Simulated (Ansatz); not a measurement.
Results of PBEsol (Ansatz, an electronic-structure program, PAW) for A15 V₃Si (cubic form, which distorts at low temperature).

Run with plane-wave cutoff 520 eV, 12×12×12 k mesh, Fermi–Dirac smearing 0.05 eV, no spin polarisation, scalar-relativistic PAW data made under PBE.

Computed at the level's own relaxed cell.

What does this level give for the volume per atom, bulk modulus B0, lattice parameter a and pressure derivative B′ of the bulk modulus?


* **volume per atom**: 12.56 Å³/atom
* **bulk modulus B0**: 207 GPa
* **lattice parameter a**: 4.649 Å
* **pressure derivative B′ of the bulk modulus**: 4.0

The run finds no gap.

Measured, for comparison: equilibrium volume per atom 13.18 Å³/atom, lattice constant a 4.724 Å (temperature not stated, not corrected to a static lattice; as tabulated in Zeng et al. (2023), arXiv:2309.11055); bulk modulus 171 GPa (300 K, not corrected to a static lattice, our sources range from 171 to 176; as tabulated in Lu and Klein (1997), arXiv:cond-mat/9704251). Computed (rounded) less measured: equilibrium volume per atom -4.7 %, bulk modulus +21 % (+18 % to +21 % over the range), lattice constant a -1.6 %. A static lattice is as a rule a little smaller and stiffer than an uncorrected measurement, which narrows the difference in the lattice constant a and would widen misses of the other sign.

Note: symmetry holds this phase in the static calculation, where it need not be a minimum.

The computed numbers hold no vibrational or temperature effects.
